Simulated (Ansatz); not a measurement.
# hypothetical P6_3/mmc SiS2 with two functionals, pressure 1.8 GPa

The reference is SiS2 in the 2H-MoS2 type structure (space group P6_3/mmc, No. 194; a = 3.210 Å, c = 11.768 Å; a hypothetical phase, not in the database extracts checked; layered, stacked along the Cartesian z axis).

(Cell as relaxed with PBE-D3(BJ).)

Levels (all Ansatz, an electronic-structure program, PAW, earlier PAW set): PBE-D3(BJ) (420 eV, no spin-orbit coupling); PBEsol-D3(BJ) (420 eV, no spin-orbit coupling).

Each level relaxes its own structure.

| base | PBE-D3(BJ) | PBEsol-D3(BJ) |
|---|---|---|
| volume per atom | 17.50 Å³ | 16.51 Å³ |
| lattice parameter a | 6.065 bohr | 6.008 bohr |
| band gap | zero | zero |

Perturbation: cell and atoms relaxed at a pressure of 1.8 GPa.

| quantity | PBE-D3(BJ) | PBEsol-D3(BJ) |
|---|---|---|
| c/a ratio | 3.580 | 3.504 |
| volume per atom | 16.79 Å³ | 16.01 Å³ |
| band gap | zero | zero |

PBE-D3(BJ)'s c/a ratio lies 0.076 above PBEsol-D3(BJ)'s; PBE-D3(BJ)'s volume per atom lies 0.785 Å³ above PBEsol-D3(BJ)'s (4.9 %); the two agree on the band gap. Neither level is exact; PBEsol-D3(BJ) is the comparison here, not a measurement.

Load acts through the strain it causes; cell and atoms are relaxed under it. Whether these cells are dynamically stable was not tested. All final runs are without spin polarisation. The zero or small gap of SiS2 can change with the level of theory.
